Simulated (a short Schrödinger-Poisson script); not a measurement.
Structure: MOS inversion layer, SiO2 on p-type Si(100), at 300 K.

From the gate side: 3.1 nm SiO2; 1500 nm Si, acceptors 8.1e16 cm⁻³.

Constants are typed, rounded textbook-type inputs, not results; the design itself was drawn at random and stands for no fabricated device. SiO2: permittivity 3.9, conduction-band edge (eV) 3.15, gap (eV) 9, electron mass (mₑ) 0.5. Si: permittivity 11.7, conduction-band edge (eV) 0, gap (eV) 1.124, Nv at 300 K (cm⁻³) 3.1e19.

Channel valleys (confinement mass, in-plane density-of-states mass, number): Δ2 0.916, 0.19, 2; Δ4 0.19, 0.417, 4. At the gate the conduction-band edge of layer 1 lies 3.59 eV − eVg above the Fermi level of the channel; the field vanishes at the back. Gaps are held at their typed values at every temperature. Mesh 0.03 nm at interfaces.

From a short Schrödinger-Poisson script (our own, NumPy): 1D Poisson equation in equilibrium, electrons quantum, Hartree (BenDaniel-Duke, 12 states a valley, the channel's in-plane mass for all, wave functions free to enter the dielectric), parabolic valleys, classical holes, full ionisation, no traps, pinning or gate leakage.

| Vg (V) | electrons (cm⁻²) | C (μF/cm²) | Δ2 E0 (meV from the Fermi level) | Δ4 E0 (meV from the Fermi level) |
|---|---|---|---|---|
| 0.4 | 3.11e9 | 0.101 | 215.4 | 242.8 |
| 0.5 | 6.74e10 | 0.324 | 134.5 | 163.3 |
| 0.6 | 3.64e11 | 0.658 | 88.7 | 120.1 |
| 0.7 | 8.13e11 | 0.790 | 65.3 | 99.8 |
| 0.8 | 1.32e12 | 0.850 | 50.2 | 87.9 |
| 0.9 | 1.86e12 | 0.886 | 39.0 | 79.6 |
| 1 | 2.42e12 | 0.910 | 30.0 | 73.3 |
| 1.1 | 3.00e12 | 0.927 | 22.5 | 68.3 |
| 1.2 | 3.58e12 | 0.940 | 15.9 | 64.1 |
| 1.3 | 4.17e12 | 0.950 | 10.0 | 60.6 |
| 1.4 | 4.76e12 | 0.959 | 4.7 | 57.4 |
| 1.5 | 5.36e12 | 0.966 | -0.2 | 54.6 |
| 1.6 | 5.97e12 | 0.972 | -4.7 | 52.0 |
| 1.7 | 6.57e12 | 0.977 | -9.0 | 49.7 |
| 1.8 | 7.19e12 | 0.981 | -13.1 | 47.5 |
| 1.9 | 7.80e12 | 0.985 | -16.9 | 45.4 |
| 2 | 8.42e12 | 0.989 | -20.6 | 43.5 |

Gate voltages with under 1e9 electrons/cm² are left out.

Task: At Vg = 2 V the lowest Δ2 subband lies at -20.6 meV from the Fermi level. How many electrons does it hold, and what share of all?

Result: The two-dimensional density of states is g m/(πħ²) = 1.59e11 cm⁻² meV⁻¹ (both spins), kT = 25.9 meV, so n = D kT ln(1 + exp(−E/kT)) = 4.79e12 cm⁻², 0.57 of the 8.42e12 cm⁻² in all.

Task: Compare the slope of the sheet density between 1.8 and 2 V with the geometric capacitance of the layers between gate and channel.

Result: q Δn/ΔV = 0.985 μF/cm²; ε0/Σ(t/ε) = 1.11 μF/cm². The ratio is 0.88: the channel acts as a further capacitance in series.
